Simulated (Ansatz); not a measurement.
Step by step: formation energy of the neutral V_Cd in CdTe (zinc blende, F-43m)

Consider the formation energy of the neutral V_Cd in CdTe (zinc blende, F-43m). Reaction: Te (P3₁21) + 31 CdTe (zinc blende) → cell A.

A: a supercell of 64 sites of CdTe (zinc blende, F-43m) with one empty Cd site amid 4 Te; partly filled levels (a metallic host or states in the gap) with PBE; spin state with PBE: run without spin.

Ansatz (a program for electronic structure) with PAW potentials; structures come from PBE+D3(BJ) relaxations, nuclei static, no net charge. Ansatz runs with its default PAW set. Other levels take these structures. The lattices are those relaxed with PBE+D3(BJ), so at other levels the solids can be strained. Larger cells are relaxed from a start prepared with the learned potential CHGNet, on a coarser mesh till forces fall under 0.03 eV/Å, which some starts already meet. The PAW files were made for PBE and serve at the other functionals too. Space groups of crystals are read within 0.01 Å. The runs are scalar-relativistic, without spin-orbit coupling. Mesh and cell size may move defect energies by 0.1 eV or more. The value holds for the reservoirs listed; other chemical potentials shift it.

Total energies of the cells in eV, at zero smearing width. They compare only within one column; the weights balance every element.

```csv
cell,atoms,weight,r2SCAN+D4
A: CdTe:V_Cd,63,+1,-480189.19642
Te (P3₁21),3,−1/3,-20984.87285
CdTe (zinc blende),64,−31/32,-488460.39950
```

r2SCAN+D4: (-480189.19642) − 1/3 × (-20984.87285) − 31/32 × (-488460.39950) = 1.773 eV.

What follows from the r2SCAN+D4 value: The value above is the Te-rich limit, with Te (P3₁21) as reservoir. The host forms with -0.56 eV/atom at this level, so before it gives way to its other element Δμ(Te) can go down to -0.56 × 2 = -1.12 eV (other compounds may narrow the range). The defect takes up 1 Te, so the Te-poor limit is 1.77 − 1 × (-1.12) = 2.89 eV.

With the reservoirs of the reaction as written, and without entropy terms or charged states, the share of sites that hold the defect in equilibrium is exp(−1.77 eV/k_BT) = 1.2×10^-9 at 1000 K.
